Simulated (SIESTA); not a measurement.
A working SIESTA input for Bi2Rh (P-1, 12 atoms in the cell) (DFT, LDA PW92, numerical atomic orbitals DZP, PseudoDojo LDA standard norm-conserving potentials (rewritten from UPF to PSML)):

```
# files in the folder: Bi.psml Rh.psml (PseudoDojo LDA standard)
SystemName  Bi2Rh
SystemLabel bi2rh

NumberOfAtoms                12
NumberOfSpecies              2
%block ChemicalSpeciesLabel
  1 83 Bi
  2 45 Rh
%endblock ChemicalSpeciesLabel
LatticeConstant              1.0 Bohr
%block LatticeVectors
    12.742423258    0.000000000    0.000000000
    -3.614949700   12.783479448    0.000000000
    -2.486392031   -4.238916480   12.417620912
%endblock LatticeVectors
AtomicCoordinatesFormat      Ang
%block AtomicCoordinatesAndAtomicSpecies
     0.340131064    4.638371762    0.051517596  1
     3.174177936   -0.116783762    6.519604404  1
    -0.005301438   -1.015627218    6.259847951  1
     3.519610438    5.537215218    0.311274049  1
     1.106395146   -0.658216109    3.180225914  1
     2.407913854    5.179804109    3.390896086  1
     0.078614228    2.655832438    3.034347006  1
     3.435694772    1.865755562    3.536774994  1
     0.320607380    4.361533053    5.135200421  2
     3.193701620    0.160054947    1.435921579  2
     1.168315413    1.364772668    5.155176631  2
     2.345993587    3.156815332    1.415945369  2
%endblock AtomicCoordinatesAndAtomicSpecies

XC.functional                LDA
XC.authors                   PW92
PAO.BasisSize                DZP
PAO.EnergyShift              0.005 Ry
MeshCutoff                   300 Ry
%block kgrid.MonkhorstPack
    3   0   0  0.5
    0   3   0  0.5
    0   0   3  0.5
%endblock kgrid.MonkhorstPack
OccupationFunction           FD
ElectronicTemperature        0.1 eV

MaxSCFIterations             150
SCF.Mixer.Method             Pulay
SCF.Mixer.Weight             0.25
SCF.Mixer.History            6
SCF.DM.Tolerance             1.0E-05
Diag.ParallelOverK           true
WriteForces                  true
```

The run converged in 13 iterations: free energy E − TS -30545.0454 eV; Fermi level (on the code's own zero) -4.19 eV; pressure -0.72 GPa; largest force (vector length) 0.157 eV/Å. Each of these slips is then made, one at a time:

(1)
```diff
-SystemName  Bi2Rh
+SystemName  bi2rh
-LatticeConstant              1.0 Bohr
+LatticeConstant              1.0 Ang
```

(2)
```diff
+PAO.SplitNorm                0.001
+PAO.SplitTailNorm            false
```

(3)
```diff
-MeshCutoff                   300 Ry
+MeshCutoff                   300 eV
```

How does each altered input end?


(1) Cell lengths in the wrong unit (bohr against Å). The run converged in 26 iterations without an error; against the sound input the free energy goes up by 1.73 eV/atom, the pressure goes from -0.72 to -1.38 GPa and the largest force goes from 0.157 to 2.836 eV/Å.

(2) A split norm that is too small. The run converged in 18 iterations without an error; against the sound input the free energy rises by 24.7 meV/atom, the pressure goes from -0.72 to 0.02 GPa and the largest force goes from 0.157 to 0.337 eV/Å. The full log also holds: “* WARNING: effective split_norm is quite small. Orbitals will be very similar.”.

(3) An energy in the wrong unit. The run converged in 16 iterations without an error; against the sound input the free energy falls by 5.58 eV/atom, the pressure goes from -0.72 to 162.4 GPa and the largest force goes from 0.157 to 309.9 eV/Å.

The starting cell comes from a database of published, mostly measured structures (it also holds non-ambient and calculated ones), without a prior relaxation at this level. Spin polarisation is off. Values carry the incompleteness of an atom-centred basis.

Left out of this page: 1 run of the series stopped by limits of time or memory; 3 runs of the series outside the window shown, repeating another row's setting, or not comparable.
